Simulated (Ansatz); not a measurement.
Worked example: self-consistent single point of VBiO4 (I4_1/a, 12 atoms in the cell) in Ansatz (a first-principles code).

Level of theory: revPBE, PAW files made with PBE (plane waves; Ansatz).

```xyz
12
Lattice="-2.5452 2.5452 5.7601 2.5452 -2.5452 5.7601 2.5452 2.5452 -5.7601" Properties=species:S:1:pos:R:3 pbc="T T T"
V      0.0000     0.0000     5.7601
V      2.5452     0.0000     2.8801
Bi     0.0000     0.0000     0.0000
Bi     0.0000     2.5452     2.8801
O      3.2631     1.2725    -0.9116
O      3.8179     0.7179     1.9685
O     -0.7179     1.2727     4.8485
O      1.2725    -0.7179     1.9685
O      1.8273     1.2727     3.7917
O      1.2725     1.8273     0.9116
O      3.2631    -1.2727     3.7917
O      1.2727     0.7179     6.6717
```

Reference input (self-consistent single point, DFT, revPBE, plane waves, PAW files made with PBE): basis.ecutwfc = 420 eV; kpoints.mp_grid.grid = 5 5 5; hamiltonian.xc = revpbe; hamiltonian.pseudopotentials = {kind: paw} (the program's default PAW files); scf.occupations.method = fermi_dirac; scf.occupations.width = 0.02 eV. This run's input differs from it in these lines:

Ansatz 0.2 input:
```diff
@@ -22,3 +22,3 @@
 kpoints:
-  mp_grid: { grid: [5, 5, 5] }
+  mp_grid: { grid: [3, 3, 3], shift: [0.5, 0.5, 0.5] }
 hamiltonian:
```

Output, abridged:

```
SCF iter   1: F=—  HF=-35207.714715 eV  |F-HF|=—  |Δ(HF+E_count)|=         —  Δρ=8.05e-2  dr2=1.66e1  ethr=3.10e-3  ⟨swp⟩=6.0  Hψ=1300  notcnv=0
all-band conjugate gradients solve this SCF's bands
preconditioner: auto → Resta (q_TF=auto, 2.569 Å⁻¹)
SCF iter   2: F=—  HF=-35205.563727 eV  |F-HF|=—  |Δ(HF+E_count)|=    2.15e0  Δρ=4.24e-2  dr2=4.45e0  ethr=3.10e-3  ⟨swp⟩=2.2  Hψ=612  notcnv=0  defer=44
   [... lines left out ...]
SCF iter   6: F=—  HF=-35205.074122 eV  |F-HF|=—  |Δ(HF+E_count)|=   1.32e-3  Δρ=1.83e-4  dr2=6.16e-5  ethr=5.15e-7  ⟨swp⟩=2.0  Hψ=544  notcnv=0  defer=44
SCF iter   7: F=—  HF=-35205.074022 eV  |F-HF|=—  |Δ(HF+E_count)|=   1.00e-4  Δρ=5.64e-5  dr2=4.80e-6  ethr=5.92e-8  ⟨swp⟩=2.0  Hψ=593  notcnv=0  defer=44
SCF iter   8: F=—  HF=-35205.074034 eV  |F-HF|=—  |Δ(HF+E_count)|=   1.18e-5  Δρ=1.10e-5  dr2=1.72e-7  ethr=4.62e-9  ⟨swp⟩=2.0  Hψ=544  notcnv=0  defer=44
SCF iter   9: F=-35205.074034 eV  HF=-35205.074034 eV  |F-HF|=9.84e-9  |Δ(HF+E_count)|=   3.30e-7  Δρ=2.09e-6  dr2=6.63e-9  ethr=9.62e-11  ⟨swp⟩=10.2  Hψ=1643  notcnv=0
SCF 1 converged in 9 iterations: F = -35205.074034 eV  dr2 = 6.63e-9
Free energy (F): -35205.074034 eV
Internal energy: -35205.074034 eV  (E = F + TS)
E sigma→0 (E₀):  -35205.074034 eV
Fermi energy:    10.469971 eV
--- Forces (eV/Å), atoms counted from 1 ---
  atom   1  V     -0.00000000     0.00000000     0.00000000
  atom   2  V      0.00000000     0.00000000     0.00000000
  atom   3  Bi     0.00000000     0.00000000     0.00000000
  atom   4  Bi    -0.00000000    -0.00000000     0.00000000
  atom   5  O      0.07426322    -0.12692717    -0.16526525
  atom   6  O      0.12692717     0.07426322    -0.16526525
  atom   7  O     -0.07426322     0.12692717    -0.16526525
  atom   8  O     -0.12692717    -0.07426322    -0.16526525
  atom   9  O     -0.07426322     0.12692717     0.16526525
   [... lines left out ...]
  atom  12  O      0.12692717     0.07426322     0.16526525
--- Stress (GPa, compression-positive) ---
       10.770430       0.000000       0.000000
       -0.000000      10.770430      -0.000000
        0.000000       0.000000      10.782663
  P = ⅓ Tr σ = 10.7745 GPa (107.745 kbar)
  The stress holds the Pulay correction. Without it, at fixed plane waves, as pw.x and ABINIT print it: P = 10.3884 GPa
```

The run converged in 9 iterations. Against the reference run the free energy is nearly the same (within 1 meV/atom), the pressure hardly changes (10.80 to 10.77 GPa), the largest force hardly changes (0.217 to 0.221 eV/Å) and the gap on the mesh goes from 2.249 to 2.382 eV.

The starting cell comes from a database of computed structures (which also holds hypothetical and non-ambient phases and stackings), without a prior relaxation at this level. Its lattice was rescaled by a random factor within 2.5 % of one. Spin-orbit coupling is off. Ansatz's pressure includes its estimate of the finite-basis (Pulay) stress. Another mesh or the band path of this cell gives a smaller gap, so this value is not converged in the mesh.
